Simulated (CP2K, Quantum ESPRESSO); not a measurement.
**Equation of state of fcc Ca (space group 225): energy against volume (CP2K, PBE)**

```xyz
1
Lattice="3.8755 0.0000 0.0000 1.9378 3.3563 0.0000 1.9378 1.1188 3.1643" Properties=species:S:1:pos:R:3 pbc="T T T"
Ca     0.0000     0.0000     0.0000
```

Computed with PBE, GPW, DZVP-MOLOPT-SR-GTH basis, GTH-PBE potentials (GTH_POTENTIALS) run with CP2K. Settings: CUTOFF = 650 Ry; REL_CUTOFF = 50 Ry; SMEAR/METHOD = FERMI_DIRAC; ELECTRONIC_TEMPERATURE = 580.23 K; KPOINTS/SCHEME = MONKHORST-PACK 18 18 18; GAMMA_CENTERED = T; XC_FUNCTIONAL = PBE; Ca/BASIS_SET = DZVP-MOLOPT-SR-GTH-q10; Ca/POTENTIAL = GTH-PBE-q10; METHOD = GPW; EPS_DEFAULT = 1e-10; NGRIDS = 5; SCF_GUESS = ATOMIC; EPS_SCF = 1e-06; MAX_SCF = 100; ADDED_MOS = 4. The cell above is the first row's. The rows scale it uniformly. In all rows the k mesh is held. E is the free energy at the stated smearing, counted from the lowest row.

```
V (Å^3/atom)  E (meV/atom)
------------  ------------
41.1593              13.68
42.0540               6.85
42.9488               2.42
43.8436               0.20
44.7384               0.00
45.6331               1.66
46.5279               5.03
47.4227               9.96
48.3174                  ?
```

Question: Using the third-order Birch-Murnaghan form, a cubic in V^(-2/3), estimate the missing E at V = 48.3174 from the other rows, showing the fit.

Answer: With u = V^(-2/3) - 0.0800, the rows have u = 0.0038857, 0.0026917, 0.0015391, 0.0004259, -0.0006501, -0.0016907, -0.0026979, -0.0036734. Least squares gives E = -0.110 + 371.9·u + 833055·u² - 3959585·u³. Residuals (row less fit): -0.001, 0.000, -0.001, 0.001, -0.001, -0.002, 0.002, -0.001; standard error 0.002 (degrees of freedom: 4). Its minimum lies at u = -0.0002229, so V0 = (0.0797771)^(-3/2) = 44.38. There d²E/du² = 1671000 and d³E/du³ = -2.376e7, so B0 = (4/9) × 44.38^(-7/3) × 1671000 × 0.160218 = 17.1 GPa (the last factor turns the table's units into GPa), and B0' = 4 + (2/3) × 0.0797771 × (-2.376e7)/1671000 = 3.2. The program's pressures in the fitted runs (not shown) pass through zero at V = 44.38, 0.00 % from this V0. At the withheld row, u = -0.0046186, so E = -0.110 + 371.9 × (-0.0046186) + 833055 × (-0.0046186)² - 3959585 × (-0.0046186)³ = 16.333 meV/atom. The calculation gives 16.33 meV/atom, which the fit meets to the printed digits. The row lies outside the fitted rows, so this is an extrapolation.

Carrying the step between the two nearest rows on in a straight line would have given 14.89, off by 1.44; series whose last step already gives the withheld value aren't shown. The scan was laid around a cell of about the measured size, scaled by a guess for this functional. A plane-wave scan with the same functional (Quantum ESPRESSO, GBRV) gives V0 = 42.19 Å^3/atom and B0 = 17.4 GPa; a Birch-Murnaghan fit to all rows here lies 5.2 % from it in V0 and -2 % in B0; the two differ in basis, and may differ in potentials and mesh. Values carry the incompleteness of an atom-centred basis. Cutoffs and mesh are single choices, not tested for convergence of this quantity. Series with a scatter that would blur these digits, or in which a gap closes, are not shown. Nor are scans whose minimum lies at an end fitted in this form.
